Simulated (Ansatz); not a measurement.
**K in the bcc (W type) structure (space group Im-3m, No. 229)**

```cif
data_K2
_chemical_formula_sum 'K2'
_space_group_name_H-M_alt 'Im-3m'
_space_group_IT_number 229
_space_group_name_Hall '-I 4 2 3'
_cell_length_a 5.27949
_cell_length_b 5.27949
_cell_length_c 5.27949
_cell_angle_alpha 90.000
_cell_angle_beta 90.000
_cell_angle_gamma 90.000
loop_
_atom_site_label
_atom_site_type_symbol
_atom_site_symmetry_multiplicity
_atom_site_Wyckoff_symbol
_atom_site_fract_x
_atom_site_fract_y
_atom_site_fract_z
_atom_site_occupancy
K1 K 2 a 0.00000 0.00000 0.00000 1
```
(The calculation used a cell of 1 atom; values per cell refer to that cell.)

Level of theory: PBE (Ansatz, an electronic-structure program), no spin-orbit coupling, earlier PAW set. k-mesh 13×13×13 (Γ-centred); smearing 0.05 eV (Fermi–Dirac).

```json
{
 "volume_per_atom": "73.58 Å³",
 "density": "0.88 g/cm³",
 "band_gap": "zero",
 "total_energy": "-1537.785 eV/atom (σ→0; compares only within this code and set-up)"
}
```

Stability against distortions was not tested.
